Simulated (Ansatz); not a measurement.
Cell and atoms of amorphous Hf18O37K2:

```yaml
crystal:
  lattice:
    - [8.99850, 0.02688, 0.03863]
    - [0.02688, 9.19181, 0.31550]
    - [0.03863, 0.31550, 9.25071]
  atoms:
    - { symbol: Hf, position: [0.76289, 0.58728, 0.14063] }
    - { symbol: Hf, position: [0.43984, 0.93601, 0.49669] }
    - { symbol: Hf, position: [0.80030, 0.99333, 0.57389] }
    - { symbol: Hf, position: [0.77050, 0.65406, 0.54023] }
    - { symbol: Hf, position: [0.67893, 0.00061, 0.16373] }
    - { symbol: Hf, position: [0.15007, 0.13629, 0.77179] }
    - { symbol: Hf, position: [0.66277, 0.28538, 0.36637] }
    - { symbol: Hf, position: [0.14812, 0.56841, 0.07469] }
    - { symbol: Hf, position: [0.49155, 0.19351, 0.70570] }
    - { symbol: Hf, position: [0.46180, 0.32423, 0.02117] }
    - { symbol: Hf, position: [0.41252, 0.67250, 0.31219] }
    - { symbol: Hf, position: [0.82039, 0.39891, 0.87419] }
    - { symbol: Hf, position: [0.97229, 0.37146, 0.53208] }
    - { symbol: Hf, position: [0.29691, 0.00085, 0.15884] }
    - { symbol: Hf, position: [0.00526, 0.17652, 0.13738] }
    - { symbol: Hf, position: [0.06929, 0.77406, 0.34942] }
    - { symbol: Hf, position: [0.27536, 0.29359, 0.36140] }
    - { symbol: Hf, position: [0.90864, 0.83813, 0.89508] }
    - { symbol: O, position: [0.99866, 0.39435, 0.03731] }
    - { symbol: O, position: [0.61920, 0.29227, 0.84140] }
    - { symbol: O, position: [0.32055, 0.03224, 0.66584] }
    - { symbol: O, position: [0.25386, 0.51514, 0.29549] }
    - { symbol: O, position: [0.00125, 0.59782, 0.50665] }
    - { symbol: O, position: [0.59537, 0.99876, 0.67040] }
    - { symbol: O, position: [0.55052, 0.71525, 0.49713] }
    - { symbol: O, position: [0.15861, 0.03937, 0.97268] }
    - { symbol: O, position: [0.48110, 0.31756, 0.24424] }
    - { symbol: O, position: [0.75906, 0.48689, 0.36839] }
    - { symbol: O, position: [0.97502, 0.65084, 0.20311] }
    - { symbol: O, position: [0.24266, 0.23059, 0.14117] }
    - { symbol: O, position: [0.48138, 0.88354, 0.25485] }
    - { symbol: O, position: [0.07576, 0.98440, 0.25463] }
    - { symbol: O, position: [0.33145, 0.25893, 0.83808] }
    - { symbol: O, position: [0.86194, 0.05251, 0.00663] }
    - { symbol: O, position: [0.55020, 0.62195, 0.16633] }
    - { symbol: O, position: [0.97712, 0.99514, 0.71861] }
    - { symbol: O, position: [0.86374, 0.84674, 0.42614] }
    - { symbol: O, position: [0.50155, 0.08487, 0.05265] }
    - { symbol: O, position: [0.79537, 0.17778, 0.22808] }
    - { symbol: O, position: [0.09423, 0.71953, 0.91428] }
    - { symbol: O, position: [0.63301, 0.04061, 0.39911] }
    - { symbol: O, position: [0.24501, 0.76826, 0.17067] }
    - { symbol: O, position: [0.26598, 0.78550, 0.46502] }
    - { symbol: O, position: [0.82201, 0.61114, 0.92397] }
    - { symbol: O, position: [0.48567, 0.30487, 0.51732] }
    - { symbol: O, position: [0.78312, 0.47653, 0.66635] }
    - { symbol: O, position: [0.04043, 0.29190, 0.33593] }
    - { symbol: O, position: [0.34000, 0.50853, 0.98025] }
    - { symbol: O, position: [0.18459, 0.30128, 0.56962] }
    - { symbol: O, position: [0.78870, 0.79213, 0.70671] }
    - { symbol: O, position: [0.99165, 0.30208, 0.76306] }
    - { symbol: O, position: [0.32102, 0.07486, 0.36889] }
    - { symbol: O, position: [0.74782, 0.81512, 0.07331] }
    - { symbol: O, position: [0.68528, 0.39855, 0.06416] }
    - { symbol: O, position: [0.80803, 0.21504, 0.53980] }
    - { symbol: K, position: [0.23873, 0.56430, 0.69977] }
    - { symbol: K, position: [0.50150, 0.76552, 0.89671] }
```

Methods: PBE, scalar-relativistic without spin-orbit coupling (Ansatz, a program for electronic structure); r2SCAN, scalar-relativistic without spin-orbit coupling (Ansatz); HSE06, scalar-relativistic without spin-orbit coupling (Ansatz). Neutral PBE cell, which sets geometry, pressure and energy: sampling: a 2×2×2 Γ-centred mesh; Fermi-Dirac width 0.02 eV; no spin polarisation. Exact exchange is cut at the faces of this 9 Å cell, which leaves hybrid gaps a finite-size error.

Preparation: random packing, a CHGNet melt and quench, and a DFT relaxation. O atoms were pushed apart under 1.9 Å during the dynamics, to hinder bonds among them. The hot cell started wider than the set density and was brought back towards it in steps. It is the lowest in DFT energy of 2 quenches. It is a model cell: composition and starting density were chosen by hand, and all elements were melted together. No dispersion term was used. Its density started from a set value of 8.44 and ended at 8.44 g/cm³. The quench (nominally 300 K/ps over its main leg) was far faster than any real one, so the model tends to hold more defects than a real film. One small periodic cell is one sample of the glass; other quenches scatter about these values. The volume was held where the preparation left it and the shape relaxed.

Q: Give the pressure and the spacing of the highest filled and lowest empty levels.

A: 
| Property | Result |
|---|---|
| Pressure on a 2×2×2 Γ-centred mesh | 0.75 GPa |
| Largest force and stress component on that mesh (the relaxation ran on the zone centre alone) | 0.09 eV/Å and 0.8 GPa |
| Level gap on a 2×2×2 Γ-centred mesh (PBE) | 3.74 eV |
| Level gap at the zone centre (PBE) | 3.87 eV |
| Level gap at the zone centre (r2SCAN) | 4.34 eV |
| Level gap at the zone centre (HSE06) | 5.39 eV |
| Distance between the nearest levels spread over more than a fifth of the atoms or a third of the atoms of their main element (six at least) (PBE, zone centre) | 4.10 eV |

Q: At PBE and the zone centre, how localised are the states just below and above the Fermi level (participation number: the atoms over which a state spreads)?

A: The highest filled state is spread over 10.5 atoms' worth, largest on O34, with weights by element (charge in smoothed Voronoi cells) O 0.95, Hf 0.04, K 0.00. The lowest empty state is spread over 18.7 atoms' worth, largest on Hf4, with weights by element (charge in smoothed Voronoi cells) Hf 0.53, O 0.44, K 0.03.

At PBE the levels at the filled edge of the gap are localised (band-tail or defect states).

Bonds are counted up to Hf-Hf 3.34 Å, Hf-O 2.70 Å, Hf-K 3.91 Å, O-O 1.58 Å, O-K 3.23 Å, K-K 4.47 Å. Two cations that share two anions don't count as bonded, nor two that share one unless they lie closer than Hf-Hf 3.25 Å, Hf-K 3.80 Å, K-K 4.34 Å.

Added carriers, by PBE, scalar-relativistic without spin-orbit coupling run with Ansatz on the zone centre alone. Charged cells keep the cell fixed and stand in a uniform background, with no image correction, at a width of 0.01 eV; where the count is odd the moment is locked at 1 μB, unless the neutral cell bore moments. Each starts from the undistorted neutral geometry alone. PBE's self-interaction favours spread-out carriers, so it can miss traps that a hybrid finds.

Q: What happens at PBE when the cell takes an extra electron and the atoms relax?

A: Relaxation lowers the charged cell by 0.27 eV. The largest moves are O37 0.19 Å, O35 0.13 Å, O28 0.12 Å, Hf4 0.12 Å. The level that holds the added charge spreads over 12.1 atoms' worth, most on Hf4 (weight 0.19): a partly localised carrier. No bond crosses its cut-off with a change of over 0.15 Å (metal-metal contacts aside). Made neutral again at that geometry, the cell lies +0.59 eV from the neutral start.

Q: What happens at PBE when the cell takes a hole and the atoms relax?

A: Relaxation lowers the charged cell by 0.14 eV. The largest moves are O39 0.09 Å, O26 0.09 Å, O20 0.08 Å, O44 0.07 Å. The level that was emptied spreads over 9.7 atoms' worth, most on O34 (weight 0.19): a partly localised carrier. No bond crosses its cut-off with a change of over 0.15 Å (metal-metal contacts aside). Made neutral again at that geometry, the cell lies +0.19 eV from the neutral start.
